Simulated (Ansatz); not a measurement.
The reference is W in the bcc (W type) structure (space group Im-3m, No. 229; a = 3.135 Å; relaxed with 0.1 eV smearing). Axes: x, y, z lie along the cube axes.

Level of theory: plane-wave PAW DFT at the LDA level (Ansatz, a first-principles code, 420 eV), without spin-orbit coupling.

Strains are applied to the cell and any free atomic positions relax; under biaxial strain the out-of-plane vector relaxes too.

One change was made to it. Results:

The pressure (mean of the normal stresses, compression positive) goes from zero to 8.5 GPa; the energy increases by 24 meV/atom; the shortest interatomic distance drops by 0.020 Å (2.715 Å → 2.695 Å).

### Question
What was done to the base?
A. biaxial strain −2.00 %, plane normal [001], relaxed out of plane
B. biaxial strain −1.50 %, plane normal [001], relaxed out of plane
C. biaxial strain +2.50 %, plane normal [001], relaxed out of plane
D. biaxial strain −1.00 %, plane normal [001], relaxed out of plane

### Answer
A, biaxial strain −2.00 %, plane normal [001], relaxed out of plane. For comparison, the energy relative to the base in the other runs: biaxial strain +2.50 %, plane normal [001], relaxed out of plane gives +35 meV/atom; biaxial strain −1.50 %, plane normal [001], relaxed out of plane gives +14 meV/atom; biaxial strain −1.00 %, plane normal [001], relaxed out of plane gives +6.0 meV/atom.

Stability against distortions was not tested. All final runs are without spin polarisation.
